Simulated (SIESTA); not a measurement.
Band structure of Al (Fm-3m, 1 atom in the cell).

```
CELL_PARAMETERS angstrom
      0.00000     2.06187     2.06187
      2.06187     0.00000     2.06187
      2.06187     2.06187     0.00000
ATOMIC_POSITIONS crystal
  Al 0.00000 0.00000 0.00000
```

Method: GGA PBE, numerical atomic orbitals TZP, PseudoDojo PBE standard norm-conserving potentials (rewritten from UPF to PSML) in SIESTA.

Settings: XC.functional = GGA; XC.authors = PBE; potentials = PseudoDojo PBE standard; PAO.BasisSize = TZP; PAO.EnergyShift = 0.005 Ry; MeshCutoff = 350 Ry; kgrid.MonkhorstPack = 11 11 11; OccupationFunction = MP; OccupationMPOrder = 0; ElectronicTemperature = 50 meV; MaxSCFIterations = 150; SCF.Mixer.Method = Pulay; SCF.Mixer.Weight = 0.1; SCF.Mixer.History = 8.

The starting cell comes from a database of computed structures (which also holds hypothetical and non-ambient phases and stackings), without a prior relaxation at this level. Its lattice was rescaled by a random factor within 2.5 % of one. Values carry the incompleteness of an atom-centred basis.

Levels in eV from the Fermi level, bands 1 to 4:
```
point       1      2      3      4
-----  ------  -----  -----  -----
Γ      -10.77  12.38  12.38  12.38
X       -2.82  -1.60   5.20   5.32
W       -0.80  -0.80   0.25   0.76
K       -1.81  -1.29  -0.52   6.28
L       -4.40  -4.21  10.87  10.87
U       -1.81  -1.29  -0.52   6.28
```

Bands cross the Fermi level along this path, so the cell is metallic at this level.

Higher empty bands are left out: an atom-centred basis made for the valence describes them poorly.
